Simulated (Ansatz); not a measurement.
The reference is BN in the wurtzite structure (space group P6_3mc, No. 186; a = 2.541 Å, c = 4.203 Å).

Calculations: plane-wave PAW DFT at the PBEsol level (Ansatz, a first-principles code, 420 eV), without spin-orbit coupling.

Strains are applied to the cell and any free atomic positions relax.

One change was made to it. Results:

The band gap increases by 0.04 eV (4.96 eV → 5.00 eV); the pressure (mean of the normal stresses, compression positive) goes from zero to -66.9 kbar.

### Question
Name the change that was made.
A) isotropic strain +1.20 %
B) isotropic strain +3.00 %
C) isotropic strain +0.60 %

### Answer
C, isotropic strain +0.60 %. For comparison, the pressure in the other runs: isotropic strain +3.00 % gives -290.1 kbar; isotropic strain +1.20 % gives -129.1 kbar.

Stability against distortions was not tested.
